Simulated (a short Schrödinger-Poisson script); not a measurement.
Stack: gated In0.52Al0.48As/In0.53Ga0.47As modulation-doped gas in a quantum well, at 77 K.

```
layer        material  thickness (nm)  Nd (cm⁻³)  Na (cm⁻³)
-----  --------------  --------------  ---------  ---------
1      In0.52Al0.48As              30          -          -
2      In0.52Al0.48As              20     1.1e18          -
3      In0.52Al0.48As              10          -          -
4      In0.53Ga0.47As              20          -          -
5      In0.52Al0.48As            4000          -       5e15
```

The device is made up for the run: typed textbook-type constants, with dimensions and the other settings drawn at random. In0.52Al0.48As: permittivity 12.5, conduction-band edge (eV) 0.52, gap (eV) 1.45, electron mass (mₑ) 0.075, Nv at 300 K (cm⁻³) 1.1e19. In0.53Ga0.47As: permittivity 13.9, conduction-band edge (eV) 0, gap (eV) 0.74, Nv at 300 K (cm⁻³) 7.7e18.

Channel valleys (confinement mass, in-plane density-of-states mass, number): Γ 0.041, 0.041, 1. At the gate the conduction-band edge of layer 1 lies 0.65 eV − eVg above the Fermi level of the channel; the field vanishes at the back. Donor level 0.006 eV below the band edge. The barrier under the gate holds no holes. Gaps are held at their typed values at every temperature. Mesh 0.08 nm at interfaces.

From a short Schrödinger-Poisson script (our own, NumPy): 1D Poisson equation in equilibrium, electrons quantum, Hartree (BenDaniel-Duke, 40 states a valley, the channel's in-plane mass for all, wave functions free to enter the barrier), parabolic valleys, classical holes, donors ionised by Fermi statistics, acceptors fully, no traps, pinning or gate leakage.

The same stack at other levels of the model or other numerical settings:

```tsv
run	sheet density of all electrons at Vg = 0.4 V (cm⁻²)	sheet density of all electrons at Vg = -0.6 V (cm⁻²)	capacitance at Vg = 0.4 V (μF/cm²)	centroid of the channel electrons at Vg = 0.4 V (nm)	rough cost against the base
base	1.16e12	2.88e11	0.309	5.94	about 1
electrons treated as classical, Boltzmann	1.47e12	3.48e11	0.241	1.01	0.02
electrons treated as classical, Fermi-Dirac	1.21e12	3.09e11	0.307	5.08	0.09
electrons treated as quantum, Hartree plus LDA exchange-correlation	1.18e12	2.96e11	0.308	5.79	2
mesh six times as coarse	1.16e12	2.88e11	0.309	5.92	0.2
one subband a valley	1.15e12	2.88e11	0.309	5.69	0.2
```

The classical rows ignore confinement, and Boltzmann statistics overrate the density once the band edge passes the Fermi level.
